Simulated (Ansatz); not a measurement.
## CuGa2 (P4/mmm, No. 123, 3 atoms in the cell; start mp-11359)

These are LDA in Ansatz (PAW) values and carry that method's errors.

Run with plane-wave cutoff 520 eV, 20×20×10 k mesh (along the axes of the cell as run), Fermi–Dirac smearing 0.05 eV, no spin polarisation, scalar-relativistic PAW data made under PBE.

Cell (relaxed at this level):

CuGa2 is taken in the tetragonal space group P4/mmm (No. 123), Pearson symbol tP3. Cell: a = 2.7691 Å, b = 2.7691 Å, c = 5.6728 Å, α = 90.00°, β = 90.00°, γ = 90.00°. Ga on 2h is surrounded by 1 Ga at 2.457 Å and 4 Ga at 2.769 Å and 4 Cu at 2.534 Å. Cu on 1a is surrounded by 8 Ga at 2.534 Å and 4 Cu at 2.769 Å. (Neighbours: up to the widest gap in distance over summed covalent radii, below 1.35, at either atom.)

```yaml
bulk modulus B0: 103 GPa
```

Note: the run has no spin polarisation, so it can have missed a magnetic state; the bulk modulus is −V dP/dV from two relaxed cells at ±2 % in volume; the relaxation could not lower the start's symmetry, so the cell can be a saddle point above a distorted one.

Static lattice: no zero-point or thermal effects.

A start named mp-… is a Materials Project structure, which need not be a measured phase.

Ansatz is a quantum-chemistry and plane-wave program.
